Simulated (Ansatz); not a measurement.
System: LaSi (Pnma, No. 62). Method: PBEsol in Ansatz (plane waves, PAW).

Run with plane-wave cutoff 500 eV, 6×10×8 k mesh (along the axes of the cell as run), Fermi–Dirac smearing 0.05 eV, scalar-relativistic PAW data made under PBE.

Computed at the level's own relaxed cell.

Predict the equilibrium volume per atom.


* **equilibrium volume per atom**: 24.76 Å³/atom

The run finds no gap.

Spin–orbit coupling is not included.

Static lattice: no zero-point or thermal effects.

Computing time: around 11 core-minutes (rough).

Ansatz is an electronic-structure program.
